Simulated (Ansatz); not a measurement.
The parent structure is CdS in the wurtzite structure (space group P6_3mc, No. 186; a = 4.1235 Å, c = 6.7111 Å). Axes: x lies along a and z along c of the hexagonal cell.

All numbers come from PBEsol (Ansatz, a first-principles code), scalar-relativistic without spin-orbit coupling.

Before the change:

```
Property                             Result
---------------------  --------------------
Band gap                            1.09 eV
Valence-band top at Γ  0.00, 0.00, -0.05 eV
```

It is then changed as follows: a pure shear with ε_xy = ε_yx = -0.0110; the atoms relax in the strained cell.

Task: Predict the new band gap and valence-band top at Γ.

Result: The band gap decreases by 0.04 eV (1.09 eV → 1.05 eV); the valence-band top at Γ (three highest levels, from the VBM) becomes 0.00, -0.07, -0.09 eV (base: 0.00, 0.00, -0.05 eV).

Whether these cells are dynamically stable was not tested.
